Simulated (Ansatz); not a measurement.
The starting structures come from a database of crystals and need not be the phases stable at ambient conditions.

Input:

```
Zr3N4
1.0
    6.77517     0.00000     0.00000
    0.00000     6.77517     0.00000
    3.38759    -3.38759     3.38759
Zr N
6 8
Direct
  0.12500   0.12500   0.25000
  0.37500   0.37500   0.75000
  0.25000   0.87500   0.50000
  0.75000   0.62500   0.50000
  0.87500   0.75000   0.00000
  0.62500   0.25000   0.00000
  0.36968   0.63032   0.63032
  0.63032   0.50000   0.86968
  0.50000   0.00000   0.63032
  0.00000   0.36968   0.86968
  0.13032   0.50000   0.36968
  0.86968   0.13032   0.13032
  0.00000   0.86968   0.36968
  0.50000   0.00000   0.13032
```

Space group of this cell: I-43d. The cell is taken as given; by LDA its mean pressure is -10.8 GPa.

Transport runs along the normal of the first two printed cell vectors, the (001) plane of the conventional cell.

No gap correction and no spin-orbit coupling; mid-gap values are interpolated between computed energies.

Problem. State the band gap and the smallest decay constant κ at mid-gap according to LDA (Ansatz, an electronic-structure program).

Solution. Gap 0.61 eV on a 10×10×10 mesh; κ = 0.137 1/Å, at the zone centre.
